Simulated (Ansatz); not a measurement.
Ansatz (a quantum-chemistry and plane-wave program) run on Mg (P-3m1, 2 atoms in the cell): relaxation of the atoms.

Method: LDA (PW92), default PAW files made with PBE (plane waves; Ansatz).

The change in words: one atom moved by 0.15 angstrom; relax: default → atoms; relax.f_tol: default → 0.02 eV/Å. Reference geometry:
```yaml
crystal:
  lattice:
    - [1.60018, -2.77160, 0.00000]
    - [1.60018, 2.77160, 0.00000]
    - [0.00000, 0.00000, 5.19437]
  atoms:
    - { symbol: Mg, position: [0.33333, 0.66667, 0.25000] }
    - { symbol: Mg, position: [0.66667, 0.33333, 0.75000] }
```

Reference input (self-consistent single point, DFT, LDA (PW92), plane waves, default PAW files made with PBE): basis.ecutwfc = 420 eV; kpoints.mp_grid.grid = 12 12 7; hamiltonian.xc = lda; hamiltonian.pseudopotentials = {kind: paw} (the program's default PAW files); scf.occupations.method = fermi_dirac; scf.occupations.width = 0.1 eV. This run's input differs from it in these lines:

Ansatz 0.2 input:
```diff
@@ -7,4 +7,4 @@
   atoms:
-    - { symbol: Mg, position: [0.33333333, 0.66666667, 0.25000000] }
-    - { symbol: Mg, position: [0.66666667, 0.33333333, 0.75000000] }
+    - { symbol: Mg, position: [0.33333300, 0.66666700, 0.27887700] }
+    - { symbol: Mg, position: [0.66666700, 0.33333300, 0.75000000] }
 basis:
@@ -18,2 +18,4 @@
   occupations: { method: fermi_dirac, width: 0.1 }
+relax:
+  f_tol: 0.02
 output:
```

The program printed (abridged):

```
   [... SCF lines of the steps left out ...]
relax step   1: F+E_penalty+E_count = -3803.17241551 eV  Δ(F+E_penalty+E_count) = +0.000e0 eV  max|allowed force component| = 3.553e-1 eV/Å  Δτ_max = 0.0000 Å  (6 SCF iters, dr2 threshold 1.00e-5 eV, accepted)
relax step   2: F+E_penalty+E_count = -3803.19841334 eV  Δ(F+E_penalty+E_count) = -2.600e-2 eV  max|allowed force component| = 4.602e-2 eV/Å  Δτ_max = 0.0652 Å  (4 SCF iters, dr2 threshold 7.89e-6 eV, accepted)
relax step   3: F+E_penalty+E_count = -3803.19886493 eV  Δ(F+E_penalty+E_count) = -4.516e-4 eV  max|allowed force component| = 2.792e-4 eV/Å  Δτ_max = 0.0098 Å  (4 SCF iters, accepted)
the relaxation is at rest under the 12 symmetry operations that the run kept from its start: a minimum is not shown …
Stability not checked: this state was not tested for a lower state beside it, because too few of the mixer's solves of this state at the end of the SCF gave a …
Free energy (F): -3803.198865 eV
Internal energy: -3803.170471 eV  (E = F + TS)
E sigma→0 (E₀):  -3803.184668 eV
Entropy (-TS):   -0.028394 eV (-14.197 meV/atom)
Fermi energy:    5.398334 eV
--- Forces (eV/Å), atoms counted from 1 ---
  atom   1  Mg    -0.00000000     0.00000000    -0.00027924
   [... lines left out ...]
--- Relaxed structure (3 steps of the walk, 3 accepted, 0 SCFs on fresh bases) ---
  F+E_penalty+E_count = -3803.19886493 eV   max|allowed force component| = 2.792e-4 eV/Å
  atoms:
    - { symbol: Mg, position: [0.33333333333333326, 0.6666666666666665, 0.2644492231244847] }
    - { symbol: Mg, position: [0.6666666666666665, 0.33333333333333326, 0.7644277768755151] }
```

The run converged. 

Summary of the result:
* **Free energy E − TS (on the zero of these files)**: -3803.1989 eV
* **Fermi level (on the code's own zero)**: 5.40 eV
* **Pressure**: -2.21 GPa
* **Relaxation steps**: 3

The starting cell has typed, rounded lattice constants, without a prior relaxation at this level. Its lattice was rescaled by up to half a per cent. For this run, on top of that: one atom moved by 0.15 angstrom. The relaxation keeps the symmetry of its start, so its end need not be a minimum. Ansatz's pressure includes its estimate of the finite-basis (Pulay) stress.
